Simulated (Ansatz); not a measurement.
An Ansatz (a first-principles code) run: a single point on CsSnI3, its geometry relaxed with r2SCAN; Ansatz, HSE06, PAW, cutoff 420 eV, no SOC.

Input:

Ansatz 0.2 input:
```yaml
crystal:
  lattice:
    - [6.2244457973, 0, 0]
    - [0, 6.2244457973, 0]
    - [0, 0, 6.2244457973]
  atoms:
    - { symbol: Cs, position: [0, 0, 0] }
    - { symbol: Sn, position: [0.5, 0.5, 0.5] }
    - { symbol: I, position: [0, 0.5, 0.5] }
    - { symbol: I, position: [0.5, 0.5, 0] }
    - { symbol: I, position: [0.5, 0, 0.5] }
basis: { ecutwfc: 420, ecutrho_ratio: 4, xc_grid: 2, fft_grid_basis: typed }
kpoints: { mp_grid: { grid: [4, 4, 4] } }
hamiltonian:
  xc: hse06
  dispersion: none
  pseudopotentials: { kind: paw }
scf: { occupations: { method: fermi_dirac, width: 0.01 } }
output: { eigenvalues: true, eigenstates: { kpoints: [[0.5, 0.5, 0.5], [0, 0, 0], [0.5, 0.5, 0], [0, 0.5, 0]] } }
```

Output (explanatory and most iteration lines left out):

```
Pseudopotential: Cs, paw, valence charge 9
Pseudopotential: Sn, paw, valence charge 14
Pseudopotential: I, paw, valence charge 17
Crystal: 5 atoms, lattice volume = 241.158 Å³
Basis set: ecut = 420 eV, 4729 PW (Γ), exchange–correlation on 90×90×90 points (8 copies of the dense FFT grid, shifted against one another)
Bands: 45, of which v1, the nominal top of the filled ones, is band 37 counted from 1 (36 counted from 0)
Symmetry: 48 space group operations
Space group: Pm-3m (ITA 221), of the structure as read, at distance tolerance 6.2e-5 Å
k-points: 10 of 64
Functional: x = pbe(κ = 0.804, μ = 0.2195149727645171), c = pbe(β = 0.06672455060314922), warm-up for x = pbe(κ = 0.804, μ = 0.2195149727645171) + 0.25 (exact …
SCF iter   1: F=—  HF=-34238.406801 eV  |F-HF|=—  |Δ(HF+E_count)|=         —  Δρ=8.44e-4  dr2=1.61e-3  ethr=1.77e-3  ⟨swp⟩=15.8  Hψ=2032  notcnv=1
SCF iter   2: F=—  HF=-34238.409614 eV  |F-HF|=—  |Δ(HF+E_count)|=   2.81e-3  Δρ=4.03e-4  dr2=2.82e-4  ethr=2.17e-6  ⟨swp⟩=8.3  Hψ=1866  notcnv=1  defer=35
SCF 1 stopped early in 3 iterations: F = -34238.410005 eV  dr2 = 1.07e-5
Crystal: 5 atoms, lattice volume = 241.158 Å³
Functional: x = pbe(κ = 0.804, μ = 0.2195149727645171) + 0.25 (exact − pbe) at short range (hse, ω = 0.20786987370883472 Å⁻¹), c = pbe(β = 0.06672455060314922); HSE06 as pw.x's `hse` composes it (authors' and Libxc's form: `xc: wpbeh`)
SCF iter   1: F=—  HF=-34261.638741 eV  |F-HF|=—  |Δ(HF+E_count)|=         —  Δρ=2.38e-3  dr2=2.23e-2  ethr=1.45e-7  ⟨swp⟩=12.5  Hψ=2546  notcnv=0
SCF iter   2: F=—  HF=-34261.631039 eV  |F-HF|=—  |Δ(HF+E_count)|=   7.70e-3  Δρ=8.66e-4  dr2=2.38e-3  ethr=1.45e-7  ⟨swp⟩=5.7  Hψ=1656  notcnv=0
SCF 2 stopped early in 5 iterations: F = -34261.639612 eV  dr2 = 3.48e-6
Crystal: 5 atoms, lattice volume = 241.158 Å³
SCF iter   1: F=—  HF=-34261.639300 eV  |F-HF|=—  |Δ(HF+E_count)|=         —  Δρ=2.12e-5  dr2=1.12e-6  ethr=4.26e-7  ⟨swp⟩=5.4  Hψ=1056  notcnv=0
SCF iter   2: F=—  HF=-34261.639301 eV  |F-HF|=—  |Δ(HF+E_count)|=   9.42e-7  Δρ=1.05e-5  dr2=2.40e-7  ethr=1.38e-9  ⟨swp⟩=4.5  Hψ=1389  notcnv=0  defer=3
SCF 3 converged in 3 iterations: F = -34261.639301 eV  dr2 = 2.85e-8
Free energy (F): -34261.639301 eV
Internal energy: -34261.639301 eV  (E = F + TS)
E sigma→0 (E₀):  -34261.639301 eV
Fermi energy:    5.297768 eV
```

Single points use the geometry relaxed with r2SCAN. HSE06 was sampled on its mesh, a few special points and the semilocal edge points, so its gap is an upper bound. With I present, leaving out spin-orbit coupling can change the band edges. Whether these cells are dynamically stable was not tested. The cell is CsSnI3 in the cubic perovskite structure (space group Pm-3m, No. 221). Many cubic perovskites are stable only at high temperature; tilts and polar distortions were not tested.
